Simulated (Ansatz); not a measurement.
Results of PBE (plane waves, PAW; Ansatz, a quantum-chemistry and plane-wave program) for GeSb4Te7 (P-3m1, No. 164, 12 atoms in the cell; start mp-29641).

Settings: plane-wave cutoff 520 eV, 12×12×2 k mesh (along the axes of the cell as run), Fermi–Dirac smearing 0.01 eV, scalar-relativistic PAW data made under PBE.

Cell (relaxed with PBE-D3(BJ)):

```yaml
crystal:
  lattice:
    - [4.25885, 0.00000, 0.00000]
    - [-2.12942, 3.68827, 0.00000]
    - [0.00000, 0.00000, 23.34723]
  atoms:
    - { symbol: Ge, position: [0.00000, 0.00000, 0.50000] }
    - { symbol: Sb, position: [0.66667, 0.33333, 0.91572] }
    - { symbol: Sb, position: [0.33333, 0.66667, 0.08428] }
    - { symbol: Sb, position: [0.33333, 0.66667, 0.34365] }
    - { symbol: Sb, position: [0.66667, 0.33333, 0.65635] }
    - { symbol: Te, position: [0.33333, 0.66667, 0.84200] }
    - { symbol: Te, position: [0.66667, 0.33333, 0.15800] }
    - { symbol: Te, position: [0.00000, 0.00000, 0.72985] }
    - { symbol: Te, position: [0.00000, 0.00000, 0.27015] }
    - { symbol: Te, position: [0.66667, 0.33333, 0.42883] }
    - { symbol: Te, position: [0.33333, 0.66667, 0.57117] }
    - { symbol: Te, position: [0.00000, 0.00000, 0.00000] }
```

Question: Give the computed band gap and Γ–Γ gap.

Answer: 
* **band gap**: 0.07 eV
* **Γ–Γ gap**: 0.43 eV

Note: cell and atoms aren't relaxed at this level (pressure 2.4 GPa).

Spin–orbit coupling is not included; it can close the smallest gap of 0.07 eV.

It cost roughly 3 core-minutes of CPU time.

A start named mp-… is a Materials Project structure, which need not be a measured phase.
